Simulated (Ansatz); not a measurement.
Worked calculations on one periodic cell of amorphous Al₂₈O₄₅Y₂: Al28O45Y2, 75 atoms, volume 838.3 Å³, made by a melt-quench on the CHGNet potential and relaxed with DFT. O atoms were pushed apart under 1.9 Å during the dynamics, to hinder bonds among them. It is a model cell: composition and starting density were chosen by hand, and all elements were melted together. Cycles of charging were run to anneal it. Computed with PBE, scalar-relativistic without spin-orbit coupling (plane waves to 420 eV, PAW; Ansatz, an electronic-structure program). Sampling: a 2×2×2 Γ-centred mesh; Fermi-Dirac width 0.02 eV; no spin polarisation. Its volume was held where the quench left it, its shape was held as a cube, and it stands at a mean pressure of 1.5 GPa with stress components up to 2.5 GPa; the relaxation ran on the zone centre alone. Its density went from a set 3.27 to 3.27 g/cm³. The cell is small and was quenched far faster than a real film, so it is one sample of the glass.

Count formal charges (Al +3, O -2, Y +3). What does the count lead one to expect at the Fermi level, and what does the calculation give?

28 × (+3) + 45 × (-2) + 2 × (+3) = 0. The charges balance, so the anion-derived valence states can be full and a gap can open. On this mesh the highest filled and lowest empty level lie 3.70 eV apart, the PBE gap of this cell, with a localised state at one edge or both.

Four energies for an added electron at PBE on the zone centre alone (charged cells in a uniform background, spin-polarised): neutral at the neutral geometry -48385.732 eV; charged at the neutral geometry -48376.617 eV; charged and relaxed -48376.639 eV; neutral at the charged geometry -48385.708 eV.

Find the two relaxation energies and their sum, the reorganisation energy.

On charging: -48376.617 − (-48376.639) = 0.022 eV. On discharging: -48385.708 − (-48385.732) = 0.024 eV. The sum is 0.046 eV. The carrier's level spreads over 62 of the 75 atoms' worth, more than a fifth of the atoms or a third of the atoms of its main element (six at least), and the sum is small, so it counts as a band carrier, whose relaxation energy shrinks as the cell grows. PBE's self-interaction favours spread-out carriers, so a hybrid can localise more.
